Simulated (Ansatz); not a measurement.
Take BAs in the zinc blende structure (space group F-43m, No. 216) as the base.

```
CELL_PARAMETERS angstrom
      0.00000     2.39196     2.39196
      2.39196     0.00000     2.39196
      2.39196     2.39196     0.00000
ATOMIC_POSITIONS crystal
  As 0.25000 0.25000 0.25000
  B  0.00000 0.00000 0.00000
```

Cartesian axes are those of the cell as printed.

Computed with Ansatz (a quantum-chemistry and plane-wave program), r2SCAN, PAW, cutoff 500 eV, no spin-orbit coupling.

Before the change:

The pressure is 0.00 GPa.

The change: tensor shear ε_yz = +0.55 % (engineering shear γ = 0.0110); the atoms relax in the strained cell.

Problem. Estimate the effect on the energy relative to the base and pressure.

Solution. The energy goes up by 0.8 meV/atom; the pressure (mean of the normal stresses, compression positive) is nearly the same (0.00 GPa against 0.01 GPa).

Stability against distortions was not tested.
